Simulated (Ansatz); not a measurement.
The starting structures come from a database of crystals and need not be the phases stable at ambient conditions.

Inside the gap of an insulator the Bloch states are evanescent, with a wavenumber k + iκ along the transport direction.

Input:

```xyz
4
Lattice="4.6498 0.0000 0.0000 0.0000 11.2818 0.0000 2.3249 5.6409 2.3249" Properties=species:S:1:pos:R:3 pbc="T T T"
Hg     2.3249     6.9431     2.3249
Hg     0.0000     9.9795     0.0000
Br     0.0000     3.8973     0.0000
Br     2.3249    13.0254     2.3249
```

Space group of this cell: I4/mmm. The cell was relaxed by PBE-D3(BJ).

Transport runs along the normal of the first two printed cell vectors, the (100) plane of the conventional cell.

The gap is the functional's own, uncorrected, and κ follows it; spin-orbit coupling is left out. Mid-gap values are interpolated between the computed energies.

Problem. Give the band gap and the smallest decay constant κ at mid-gap that Ansatz (a quantum-chemistry and plane-wave program) with r2SCAN yields.

Solution. Gap 2.14 eV on a 14×14×14 mesh; κ = 0.276 1/Å, at the zone centre.
